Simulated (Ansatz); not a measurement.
**WSi2 under a change: biaxial strain +2.00 %, plane normal [001], relaxed out of plane**

The reference is WSi2 (space group I4/mmm, No. 139; a = 3.1853 Å, c = 7.7731 Å; relaxed with 0.1 eV smearing). Axes: x, y, z lie along a, b, c of the conventional cell.

The change: biaxial strain +2.00 %, plane normal [001], relaxed out of plane (Cartesian); in-plane vectors clamped, the third vector and the atoms free.

The values are results of Ansatz (a program for electronic structure) LDA, no SOC, not measurements. Γ-centred 25×25×25 mesh, Fermi–Dirac width 0.1 eV.

* **Volume per atom**: 13.58 Å³ (base 13.14 Å³)
* **Space group**: I4/mmm (No. 139) (base I4/mmm (No. 139))
* **Shortest interatomic distance**: 2.547 Å (base 2.571 Å)
* **Energy relative to the base (free energy F)**: +17 meV/atom
* **Pressure (mean of the normal stresses, compression positive)**: -6.7 GPa (base 0.0 GPa)
* **Band gap**: zero (base zero)
* **Out-of-plane strain**: -0.67 %
* **Ratio −ε⊥/ε∥**: 0.34
* **Mean in-plane stress (compression positive)**: -10.0 GPa

Final structure (turned so that z lies along the plane normal):

```xyz
3
Lattice="3.2490 0.0000 0.0000 0.0000 3.2490 0.0000 1.6245 -1.6245 3.8605" Properties=species:S:1:pos:R:3 pbc="T T T"
Si     1.6245     1.6245     1.2733
Si     3.2490     0.0000     2.5872
W      0.0000     0.0000     0.0000
```

Stability against distortions was not tested. The final runs are not spin-polarised.
